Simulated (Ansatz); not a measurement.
Reference: SiC (P6_3mc), r2SCAN with spin-orbit coupling, rigid bands (plane waves, PAW; Ansatz, a program for electronic structure); axes and stresses refer to this cell.

```yaml
crystal:
  lattice:
    - [3.07597, 0.00000, 0.00000]
    - [-1.53798, 2.66386, 0.00000]
    - [0.00000, 0.00000, 5.04775]
  atoms:
    - { symbol: Si, position: [0.33333, 0.66667, 0.99959] }
    - { symbol: Si, position: [0.66667, 0.33333, 0.49959] }
    - { symbol: C, position: [0.33333, 0.66667, 0.37541] }
    - { symbol: C, position: [0.66667, 0.33333, 0.87541] }
```

The Seebeck coefficient, p-type 1e19 cm⁻³ is 386 μV/K. The electron mass along x is 0.43 mₑ and the electron mass along z is 0.26 mₑ.

Question: Change: biaxial stress in the c plane of -20 GPa (compression positive). What happens to Seebeck coefficient, p-type 1e19 cm⁻³, electron mass along x, electron mass along z?

Answer: Seebeck coefficient, p-type 1e19 cm⁻³ shrinks to 274 μV/K; electron mass along x shrinks to 0.24 mₑ; electron mass along z increases to 0.97 mₑ.

Question: Change: biaxial stress in the c plane of 5 GPa (compression positive). What happens to Seebeck coefficient, p-type 1e19 cm⁻³, electron mass along x, electron mass along z?

Answer: Seebeck coefficient, p-type 1e19 cm⁻³ moves little, to 384 μV/K; electron mass along x moves little, to 0.43 mₑ; electron mass along z moves little, to 0.26 mₑ.

Question: Change: hydrostatic pressure of -15 GPa (compression positive). What happens to Seebeck coefficient, p-type 1e19 cm⁻³, electron mass along x, electron mass along z?

Answer: Seebeck coefficient, p-type 1e19 cm⁻³ moves little, to 377 μV/K; electron mass along x increases to 0.45 mₑ; electron mass along z goes up to 0.27 mₑ.

Question: Change: uniaxial stress along c of -5 GPa (compression positive). What happens to Seebeck coefficient, p-type 1e19 cm⁻³, electron mass along x, electron mass along z?

Answer: Seebeck coefficient, p-type 1e19 cm⁻³ moves little, to 381 μV/K; electron mass along x moves little, to 0.43 mₑ; electron mass along z moves little, to 0.26 mₑ.

Question: Change: uniaxial stress along c of 10 GPa (compression positive). What happens to Seebeck coefficient, p-type 1e19 cm⁻³, electron mass along x, electron mass along z?

Answer: Seebeck coefficient, p-type 1e19 cm⁻³ drops to 311 μV/K; electron mass along x moves little, to 0.43 mₑ; electron mass along z moves little, to 0.26 mₑ.

Masses are for dilute carriers at 300 K, harmonic means over directions unless an axis is named. Seebeck coefficients are for the stated density at 300 K, with one relaxation time for all states and whether or not that doping can be reached. Stresses and pressures are the targets of the relaxation.  The structure type is held under load, also where the real crystal would transform.
